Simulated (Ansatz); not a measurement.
For ZrN (P6₃/mmc, No. 194, 4 atoms in the cell; start mp-1093992; a measured phase of this formula has another space group), LDA in Ansatz (plane waves, PAW) gives:

```
Quantity                   Result
-------------------  ------------
lattice parameter a       3.143 Å
lattice parameter c       5.409 Å
bulk modulus              279 GPa
cohesive energy      8.72 eV/atom
```

Q: What does PBEsol (PAW; Ansatz, a first-principles code) give for the same quantities?

A: 
- lattice constant a: 3.163 Å (goes up by 0.6 %)
- lattice parameter c: 5.441 Å (increases by 0.6 %)
- bulk modulus: 265 GPa (drops by 5.0 %)
- cohesive energy: 8.00 eV/atom (drops by 0.72 eV/atom)

Changes are worked out from the printed values.

Unless a cell is named, each level is at its own relaxed cell (LDA 11.57, PBEsol 11.78 Å³/atom).

Caveats: the bulk modulus is −V dP/dV from two relaxed cells at ±2 % in volume (LDA, PBEsol); the relaxation could not lower the start's symmetry, so the cell can be a saddle point above a distorted one (LDA, PBEsol). Ansatz's density-functional and Hartree–Fock values are scalar-relativistic unless marked +SOC, with PAW data made under PBE.

A start named mp-… is a Materials Project structure, which need not be a measured phase.
